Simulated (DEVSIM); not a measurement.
Structure: Al0.35Ga0.65As/GaAs p-n heterojunction, at 300 K.

```
layer (left to right)        material  thickness (μm)  Nd (cm⁻³)  Na (cm⁻³)  τn (s)  τp (s)
---------------------  --------------  --------------  ---------  ---------  ------  ------
1                      Al0.35Ga0.65As            1.60          -     1.5e18  2.3e-8  2.3e-8
2                                GaAs            1.60     2.4e16          -  2.3e-8  2.3e-8
```

Left contact: ohmic. Right contact: ohmic. Voltage is applied to the left contact. Recombination: SRH at mid-gap, radiative, Auger. Mobility is μmin + (μ − μmin)/(1 + (N/Nref)^α).

The device is made up for the run: typed textbook-type constants, with dimensions and the other settings drawn at random. Values at 300 K.

```
parameter      Al0.35Ga0.65As    GaAs
-------------  --------------  ------
gap (eV)               1.8604   1.424
affinity (eV)          3.7935    4.07
permittivity            11.91    12.9
Nc (cm⁻³)             7.44e17  4.7e17
Nv (cm⁻³)                9e18    9e18
μn (cm²/Vs)              3495    8500
μp (cm²/Vs)               176     400
μn,min                    500     500
μp,min                     20      20
Nref,n                   6e16    6e16
Nref,p                 1.5e17  1.5e17
αn                       0.39    0.39
αp                       0.38    0.38
B (cm³/s)               2e-10   2e-10
Cn (cm⁶/s)              1e-30   1e-30
Cp (cm⁶/s)              1e-30   1e-30
```

DEVSIM, 1D drift-diffusion, Boltzmann statistics, complete ionisation; no tunnelling, impact ionisation, image-force lowering or self-heating. Band offsets follow the typed affinities; no thermionic-emission limit at abrupt steps, no polarisation charge.

Q: Give the small-signal capacitance in reverse bias (quasi-static).

A: 
| V (V) | C (nF/cm²) |
|---|---|
| -0.2 | 38.8 |
| -0.5 | 35.3 |
| -1 | 31.1 |
| -1.5 | 28.1 |
| -2 | 25.8 |
| -3 | 22.6 |
| -4 | 20.3 |
| -5 | 18.6 |
| -6.5 | 16.7 |
| -8 | 15.2 |
| -10 | 13.8 |
